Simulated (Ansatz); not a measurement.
The structure below was relaxed with PBEsol in Ansatz (plane waves to 420 eV, PAW, spin-orbit coupling left out).

```
Re
1.0
   -1.54256     1.54256     1.54256
    1.54256    -1.54256     1.54256
    1.54256     1.54256    -1.54256
Re
1
Direct
  0.00000   0.00000   0.00000
```

Question: Find the space group and the Wyckoff positions.

Answer: Space group Im-3m (No. 229); a = 3.0851 Å, b = 3.0851 Å, c = 3.0851 Å, α = 90.00°, β = 90.00°, γ = 90.00°

```
atom  site  symmetry       x       y       z
----  ----  --------  ------  ------  ------
Re      2a      m-3m  0.0000  0.0000  0.0000
```

Question: Describe the coordination.

Answer: The crystal has 2 atoms in its conventional cell. Conventional cell: a = 3.085 Å, b = 3.085 Å, c = 3.085 Å, α = 90.00°, β = 90.00°, γ = 90.00°. Re is coordinated by 8 Re at 2.672 Å and 6 Re at 3.085 Å. (Neighbours: up to the widest gap in distance over summed covalent radii, below 1.35, at either atom.)

No phonon test of stability was made. All final runs are without spin polarisation. The cell was made from Nb by this change: Nb → Re; the result is a model cell, its experimental status unchecked. This is not the structure that Re has at room temperature and ambient pressure.

Ansatz is a program for electronic structure.
